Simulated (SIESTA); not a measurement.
A self-consistent single point of BaB₂Rh₂ (P1, 5 atoms in the cell) with SIESTA.

Level of theory: LDA PW92, numerical atomic orbitals DZP, PseudoDojo LDA standard norm-conserving potentials (rewritten from UPF to PSML) (SIESTA 5.4.2).

The change in words: atoms moved at random. Reference geometry:
```xyz
5
Lattice="-1.9844 1.9844 5.8204 1.9844 -1.9844 5.8204 1.9844 1.9844 -5.8204" Properties=species:S:1:pos:R:3 pbc="T T T"
Ba     0.0000     0.0000     0.0000
B      0.0000     0.0000     7.9530
B      0.0000     0.0000     3.6878
Rh     0.0000     1.9844     2.9102
Rh     1.9844     0.0000     2.9102
```

Reference input (self-consistent single point, DFT, LDA PW92, numerical atomic orbitals DZP, PseudoDojo LDA standard norm-conserving potentials (rewritten from UPF to PSML)): XC.functional = LDA; XC.authors = PW92; potentials = PseudoDojo LDA standard; PAO.BasisSize = DZP; PAO.EnergyShift = 0.01 Ry; MeshCutoff = 400 Ry; kgrid.MonkhorstPack = 9 9 9; OccupationFunction = MP; OccupationMPOrder = 0; ElectronicTemperature = 1160.45 K; MaxSCFIterations = 150; SCF.Mixer.Method = Pulay. This run's input differs from it in these lines:

```diff
@@ -19,7 +19,7 @@
 %block AtomicCoordinatesAndAtomicSpecies
-     0.000000000    0.000000000    0.000000000  1
-     0.000000000   -0.000000000    7.952997293  2
-    -0.000000000    0.000000000    3.687806707  2
-     0.000000000    1.984414000    2.910201000  3
-     1.984414000    0.000000000    2.910201000  3
+    -0.087147525    0.023003327   -0.021791585  1
+     0.059703080   -0.036608469    8.019757304  2
+     0.021320544   -0.019998924    3.659880418  2
+    -0.007959485    2.013709904    2.884340954  3
+     1.998497386    0.004308163    2.919018909  3
 %endblock AtomicCoordinatesAndAtomicSpecies
```

The program printed (abridged):

```
        iscf     Eharris(eV)        E_KS(eV)     FreeEng(eV)     dDmax    Ef(eV) dHmax(eV)
   scf:    1    -7174.833631    -7271.978826    -7271.989986  2.524493 -2.694034 23.480758
   scf:    2    -7293.829486    -7304.960030    -7304.968506  1.988467 -4.340454  6.664205
   scf:    3    -7308.705858    -7307.617437    -7307.619860  0.458503 -4.025577  1.965353
   scf:    4    -7307.963563    -7307.857813    -7307.862693  0.327900 -3.893561  0.407315
   scf:    5    -7307.874611    -7307.868199    -7307.872801  0.020367 -3.918290  0.243225
   [... 5 lines left out ...]
   scf:   11    -7307.872325    -7307.872325    -7307.876960  0.000257 -3.929043  0.000614
   scf:   12    -7307.872326    -7307.872325    -7307.876960  0.000159 -3.929230  0.000242
   scf:   13    -7307.872326    -7307.872326    -7307.876960  0.000036 -3.929308  0.000035
   scf:   14    -7307.872326    -7307.872326    -7307.876960  0.000004 -3.929313  0.000026
SCF Convergence by DM+H criterion
max |DM_out - DM_in|         :     0.0000040932
max |H_out - H_in|      (eV) :     0.0000259435
SCF cycle converged after 14 iterations

Using DM_out to compute the final energy and forces

siesta: E_KS(eV) =            -7307.8723

siesta: E_KS - E_eggbox =     -7307.8723

siesta: Atomic forces (eV/Ang):
     1    0.204892   -0.053608    0.087063
     2   -0.666211    0.386489   -0.463035
     3   -0.070562    0.293713    0.179986
     4    0.707048   -0.590222    0.253441
     5   -0.173114   -0.037948   -0.058391
   Tot    0.002053   -0.001576   -0.000936
   Max    0.707048
   Res    0.358796    sqrt( Sum f_i^2 / 3N )
   Max    0.707048    constrained

Stress tensor Voigt[x,y,z,yz,xz,xy] (kbar):       54.22       61.22       44.52        1.81       -6.25        0.39
   [... lines left out ...]
siesta: FreeEng =     -7307.876960
siesta: Cell volume =         91.680619 Ang**3
siesta:         -53.32011070        -29.35730191  kBar
   [... lines left out ...]
              0.320   1.331   1.548   1.565   1.544   1.359   0.046   0.084

              0.034   0.086   0.152

mulliken: Qtot =       50.000

Mulliken Atomic Populations:
Atom #   charge [q] valence [e]  Species
     1     1.175569    8.824431  Ba
     2    -0.229134    3.229134  B
     3    -0.259440    3.259440  B
     4    -0.340789   17.340789  Rh
     5    -0.346205   17.346205  Rh
 Total     0.000000
```

The run converged in 14 iterations. Against the reference run the free energy rises by 13.4 meV/atom, the pressure goes from -7.41 to -5.33 GPa and the largest force goes from 0.154 to 0.955 eV/Å.

The starting cell comes from a database of computed structures (which also holds hypothetical and non-ambient phases and stackings), without a prior relaxation at this level. Its lattice was rescaled by a random factor within 2.5 % of one. For this run, on top of that: atoms moved at random. Spin polarisation is off. Values carry the incompleteness of an atom-centred basis. With a pressure of about -5 GPa the cell is away from its equilibrium volume at this level.

Cost on one core of a shared machine: roughly 70 s.
